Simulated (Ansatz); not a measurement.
Data:

```
CELL_PARAMETERS angstrom
     -1.66408     1.66408     1.66408
      1.66408    -1.66408     1.66408
      1.66408     1.66408    -1.66408
ATOMIC_POSITIONS crystal
  Ta 0.00000 0.00000 0.00000
```

No spin polarisation.

All numbers come from Kohn–Sham DFT with the r2SCAN functional, run in Ansatz (a first-principles code) with PAW and 500 eV plane waves, without spin-orbit coupling, earlier PAW set. k-mesh 28×28×28 (Γ-centred); smearing 0.1 eV (Fermi–Dirac).

Predict the band gap, pressure and space group.


* **Band gap**: zero
* **Pressure**: -3.8 GPa
* **Space group**: Im-3m (No. 229)

The cells carry an imposed strain or load. Stability against distortions was not tested. All final runs are without spin polarisation. The cell was made from Ta in the bcc (W type) structure (space group Im-3m, No. 229) by this change: isotropic strain +0.66 %.
